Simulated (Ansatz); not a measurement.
For CsCl-type ScAu, PBEsol (Ansatz, a quantum-chemistry and plane-wave program, PAW) gives:

- equilibrium lattice constant a = 3.356 Å
- bulk modulus = 117 GPa
- cohesive energy = 4.97 eV/atom

### Question
What does r²SCAN in Ansatz (PAW) give for the same quantities?

### Answer

- lattice constant a: 3.385 Å (grows by 0.9 %)
- bulk modulus: 116 GPa (hardly moves)
- cohesive energy: 4.58 eV/atom (shrinks by 0.39 eV/atom)

For comparison: lattice constant a 3.37 Å (measured, temperature not stated, copied from a table, unchecked, no zero-point or thermal correction; as tabulated in Transactions of the Metallurgical Society of Aime 224, 1082 (1962)).

Changes are worked out from the printed values.

Unless a cell is named, each level is at its own relaxed cell (PBEsol 18.90, r²SCAN 19.40 Å³/atom).

Levels without +SOC leave out spin–orbit coupling, which shifts energies and cells of such heavy elements.

The crystal itself was run without spin with r²SCAN; a magnetic state was not tried in these runs.

Caveats: the bulk modulus is −V dP/dV from two relaxed cells at ±2 % in volume (PBEsol, r²SCAN). Ansatz's density-functional and Hartree–Fock values are scalar-relativistic unless marked +SOC, with PAW data made under PBE.
